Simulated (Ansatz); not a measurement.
Consider interstitial Li in silicon with all lengths changed by -1 %, charge state +1. These are PBE, PAW (plane waves to 420 eV; Ansatz, a first-principles code) values and carry that method's errors.

64-site cell at the strained lattice (strain from the relaxed PBE one, atoms relaxed), a 2×2×2 k-point mesh shifted by half a step, smearing 0.01 eV, spin-restricted, no finite-size correction. Static, classical nuclei. The charge state is imposed; whether it is stable for some Fermi level was not computed. Sites that were not tried may lie lower.

The step: Li moves alone to another site; the atom moves 2.34 Å along (0.25, -0.25, -0.25) of the unit cell; the moving atom starts with neighbours 4 Si at 2.43, 6 Si at 2.72 Å and ends with 4 Si at 2.43, 6 Si at 2.72 Å. On the band's own sampling the forward barrier is 0.64 eV. Harmonic modes of the moving Li atom alone, all others held, come from finite differences of 0.015 Å. The saddle point's order was not checked, and it lies on a symmetry element of the cell, where a band can be held.

Task: Give the atom's modes at both geometries.

Result: start 11.9, 12.0, 12.0 THz; saddle point 8.1i, 18.2 and 18.2 THz.

Task: What attempt frequency and zero-point change of the barrier follow from these modes alone, and what classical rate at 700 K?

Result: ν = (11.9 × 12.0 × 12.0) / (18.2 × 18.2) ≈ 5.2 THz. The zero-point energy changes the barrier by h/2 × (36.5 − 35.9) THz = 0.001 eV. The classical rate is ν exp(−0.64/0.0603) ≈ 1e8 s⁻¹. One atom's modes give a rough prefactor, not that of the whole cell.
